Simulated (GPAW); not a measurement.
**Energy against c/a at fixed volume: hcp Hf (space group 194) (GPAW, LDA)**

```
CELL_PARAMETERS angstrom
      3.16707     0.00000     0.00000
     -1.58353     2.74276     0.00000
      0.00000     0.00000     4.81315
ATOMIC_POSITIONS crystal
  Hf 0.66667 0.33333 0.75000
  Hf 0.33333 0.66667 0.25000
```

Computed with LDA (Perdew-Wang 92), GPAW PAW datasets LDA (gpaw-data 1.0.1) (plane waves; GPAW). Settings: mode = pw; ecut = 585 eV; xc = LDA; kpts = 24 24 14; mesh shift (steps) = 0 0 0; occupations.name = fermi-dirac; occupations.width = 0.05 eV; nbands = -6; convergence.density = 1e-06 e/electron; convergence.energy = 1e-06 eV/electron; symmetry.symmorphic = false; symmetry.tolerance = 0.0005; maxiter = 150. The cell above is the first row's. The rows change c/a at fixed volume. In all rows fractional positions and the k mesh are held. E is the free energy at the stated smearing, counted from the lowest row.

```csv
c/a,E (meV/atom)
1.5197,?
1.5356,5.28
1.5514,2.33
1.5672,0.59
1.5831,0.00
1.5989,0.52
1.6147,2.10
1.6306,4.70
1.6464,8.26
```

Taking a cubic for E over the 8 complete rows: With u = c/a - 1.59, the rows have u = -0.05440, -0.03860, -0.02280, -0.00690, 0.00890, 0.02470, 0.04060, 0.05640. Least squares gives E = 0.093 + 28.78·u + 2170.9·u² - 2028·u³. Residuals (row less fit): 0.002, -0.003, 0.001, 0.002, 0.000, 0.002, -0.004, 0.002; standard error 0.003 (degrees of freedom: 4). The fitted curve has its minimum at c/a = 1.58, where E = 0.00. To one more digit the minimum is at c/a = 1.583; the ideal close-packed ratio is 1.633.

Question: Estimate the missing E (c/a = 1.5197); what did the run itself give?

Answer: u = -0.07030, so E = 0.093 + 28.78 × (-0.07030) + 2170.9 × (-0.07030)² - 2028 × (-0.07030)³ = 9.503 meV/atom. The calculation gives 9.46 meV/atom, 0.043 meV/atom below the prediction (0.5 % of the range of E in the table). The row lies outside the fitted rows, so this is an extrapolation. From the scatter of the fitted rows alone, a prediction at this place has a standard error of 0.009 meV/atom, so the miss is 4.9 times that.

Carrying the step between the two nearest rows on in a straight line would have given 8.25, off by 1.21; series whose last step already gives the withheld value aren't shown. The reference cell has the volume at which an earlier scan in this program and functional put its minimum by a fit; axis ratios and inner coordinates come from a measured-size cell. The runs keep the symmetry of the cell, so they don't test it for distortions. The best c/a moves a little with volume. Spin-orbit coupling is off. In metals such curves are sensitive to mesh and smearing. Cutoffs and mesh are single choices, not tested for convergence of this quantity. Series with a scatter that would blur these digits, or in which a gap closes, are not shown. Strain series were run only where this level's volume lies within 10 % of a first guess from the measured size.

Terms beyond the fitted order, or numerical noise in single rows, can give a miss of this size; the table doesn't tell which.
